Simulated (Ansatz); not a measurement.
## How far to go with shifted k-point meshes: Mo₂N (R3m, 3 atoms in the cell)

```
Mo2N
1.0
    1.44510     0.83433     5.01710
   -1.44510     0.83433     5.01710
    0.00000    -1.66866     5.01710
Mo N
2 1
Cartesian
  0.00000   0.00000   3.70581
  0.00000   0.00000  11.39550
  0.00000   0.00000   0.00000
```

Level of theory: LDA (PW92), default PAW files made with PBE (plane waves; Ansatz, an electronic-structure program).

Base settings: basis.ecutwfc = 30.9 Ry; kpoints.mp_grid.grid = 13 13 13; hamiltonian.xc = lda; hamiltonian.pseudopotentials = {kind: paw} (the program's default PAW files); scf.occupations.method = fermi_dirac; scf.occupations.width = 0.0073 Ry.

In this ladder: kpoints.mp_grid.shift = 0.5 0.5 0.5.

Only quantities that move along the ladder and can be compared are tabulated.

The count of work is k-points × plane waves × bands × iterations; it is no time. Core times come from one kind of shared machine, to one figure; runs under 30 s give none.

The starting cell comes from a database of computed structures (which also holds hypothetical and non-ambient phases and stackings), without a prior relaxation at this level. Its lattice was rescaled by up to half a per cent. One atom was moved a little off its site on purpose. Spin polarisation is off; with an odd number of electrons in the cell that forces a metal, and a magnetic state may lie lower. In the base run, with a pressure of about -14 GPa the cell is away from its equilibrium volume at this level. Ansatz's pressure includes its estimate of the finite-basis (Pulay) stress.

Steps (kpoints.mp_grid.grid): 2 2 2; 4 4 4; 6 6 6; 8 8 8; 10 10 10; 13 13 13; 15 15 15; 19 19 19; 23 23 23; 29 29 29; 35 35 35.

Question: What is the coarsest kpoints.mp_grid.grid that holds the free energy within 0.5 meV/atom of the last step, with all finer ones?

Answer: 13 13 13, at 0.059 of the last step's count of work; the step before is off by 1.0 meV/atom.

Question: What is the coarsest kpoints.mp_grid.grid that holds the pressure within 0.5 GPa of the last step, with all finer ones?

Answer: 6 6 6, at 0.0072 of the last step's count of work; the step before is off by 1.5 GPa.

Question: What is the coarsest kpoints.mp_grid.grid that holds the forces within 0.02 eV/Å of the last step, with all finer ones?

Answer: 10 10 10, at 0.028 of the last step's count of work; the step before is off by 0.048 eV/Å.

```csv
kpoints.mp_grid.grid,free energy less the last step's (meV/atom),pressure (GPa),largest difference of a force vector from the last step's (eV/Å),count of work / last,core time / last (rough)
2 2 2,315.36,-7.02,1.768,0.00051,–
4 4 4,65.11,-12.12,0.565,0.0026,–
6 6 6,-5.57,-13.80,0.132,0.0072,–
8 8 8,0.72,-13.59,0.048,0.015,–
10 10 10,-1.00,-13.64,0.003,0.028,–
13 13 13,0.10,-13.60,0.002,0.059,–
15 15 15,-0.10,-13.61,0.003,0.088,–
19 19 19,-0.02,-13.61,0.001,0.17,0.2
23 23 23,-0.01,-13.61,0.001,0.30,0.3
29 29 29,0.00,-13.61,0.000,0.58,0.6
35 35 35,0.00,-13.61,0.000,1.0,1
```

Keys are those of Ansatz 0.2.
